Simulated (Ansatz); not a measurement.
The parent structure is MgO in the rock salt structure (space group Fm-3m, No. 225; a = 4.2141 Å). Axes: x, y, z lie along the cube axes.

The change: strain tensor (xx, yy, zz, yz, xz, xy) = (−0.38, +1.43, +2.80, +0.06, −2.64, +0.56) %, atoms relaxed at fixed cell.

Levels (all Ansatz, a program for electronic structure, PAW): PBEsol (420 eV, no spin-orbit coupling); r2SCAN (500 eV, no spin-orbit coupling); HSE06 (420 eV, spin-orbit coupling left out).

One geometry, relaxed with PBEsol, under each level:

| level | band gap | lowest conduction level above the VBM at special points | pressure |
|---|---|---|---|
| PBEsol | 4.03 eV | Γ 4.03 eV; R 7.10 eV; Z 7.16 eV; Y 7.42 eV | -51.9 kbar |
| r2SCAN | 5.00 eV | Γ 5.00 eV; R 8.14 eV; Z 8.20 eV; Y 8.48 eV | -64.8 kbar |
| HSE06 | ? | ? | – |

Problem. Give the withheld HSE06 results.

Solution. 
- HSE06, band gap: 5.84 eV
- HSE06, lowest conduction level above the VBM at special points: Γ 5.84 eV; R 9.01 eV; Z 9.07 eV

Single points use the geometry relaxed with PBEsol. Their cutoffs differ, which shifts pressures a little. Whether these cells are dynamically stable was not tested. k-point labels follow each cell's own Brillouin zone.
